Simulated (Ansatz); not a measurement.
Band structure of NbRu3 (P6_3/mmc, 8 atoms in the cell).

```
CELL_PARAMETERS angstrom
      5.56044     0.00000     0.00000
     -2.78022     4.81548     0.00000
      0.00000     0.00000     4.38106
ATOMIC_POSITIONS crystal
  Nb 0.33333 0.66667 0.75000
  Nb 0.66667 0.33333 0.25000
  Ru 0.16473 0.32945 0.25000
  Ru 0.83527 0.67055 0.75000
  Ru 0.83527 0.16473 0.75000
  Ru 0.16473 0.83527 0.25000
  Ru 0.67055 0.83527 0.25000
  Ru 0.32945 0.16473 0.75000
```

Computed with PBEsol, PAW files made with PBE (plane waves; Ansatz, an electronic-structure program).

Settings: kpoints.mp_grid.grid = 4 4 5; hamiltonian.xc = pbesol; hamiltonian.pseudopotentials = {kind: paw} (the program's default PAW files); scf.occupations.method = fermi_dirac; scf.occupations.width = 0.0073 Ry; kpoints.band_path.npoints = 8.

The starting cell comes from a database of computed structures (which also holds hypothetical and non-ambient phases and stackings), without a prior relaxation at this level. Spin polarisation is off.

Levels in eV from the Fermi level, bands 59 to 66:
```
point     59     60     61     62     63     64    65    66
-----  -----  -----  -----  -----  -----  -----  ----  ----
Γ      -0.58  -0.57  -0.57   0.14   1.56   1.78  1.94  2.05
M      -0.83  -0.52  -0.23  -0.08  -0.05   0.22  1.02  1.34
K      -0.46  -0.22  -0.16  -0.16   0.17   0.39  0.39  1.75
A       0.83   0.83   0.83   0.83   1.78   1.78  1.85  1.85
L      -0.97  -0.97  -0.26  -0.26  -0.04  -0.04  1.16  1.16
H      -0.54  -0.54  -0.39  -0.39  -0.08  -0.08  1.34  1.34
```

Bands cross the Fermi level along this path, so the cell is metallic at this level.

Keys are those of Ansatz 0.2.
